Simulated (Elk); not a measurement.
Band structure of C (P6_3/mmc, 2 atoms in the cell).

```xyz
2
Lattice="2.2172 0.0000 0.0000 -1.1086 1.9201 0.0000 0.0000 0.0000 3.5998" Properties=species:S:1:pos:R:3 pbc="T T T"
C      0.0000     1.2801     0.9000
C      1.1086     0.6400     2.6999
```

Method: PBE, all-electron FP-LAPW, Elk's shipped species files, APW+lo basis with extra local orbitals (Elk).

Settings: xctype = 20; rgkmax = 8; stype = 0; swidth = 0.00183747 Ha; ngridk = 17 17 9; gmaxvr = 14 1/bohr; nxlo = 2; lorbcnd = true; lmaxi = 2; maxscl = 100.

The starting cell was generated: these elements placed on a structure prototype, without a prior relaxation; it need not be a known phase or ordering of this composition. Its lattice was rescaled by a random factor within 2.5 % of one. Values depend on the basis (sphere radii, cutoffs, local orbitals), which need not be converged.

Levels in eV from the Fermi level, bands 1 to 8:
```csv
point,1,2,3,4,5,6,7,8
Γ,-17.99,-9.03,-8.01,5.98,5.98,7.61,7.61,7.81
M,-10.17,-9.14,-2.22,-2.13,-1.61,2.12,2.25,6.09
K,-7.65,-7.65,-5.61,0.00,0.00,0.31,0.84,0.84
A,-15.58,-15.58,1.68,1.68,6.79,6.79,6.79,6.79
L,-7.99,-7.99,-6.83,-6.83,3.90,3.90,4.43,4.43
H,-5.88,-5.88,-5.09,-5.09,-3.36,-3.36,5.48,5.48
```

Bands cross the Fermi level along this path, so the cell is metallic at this level.
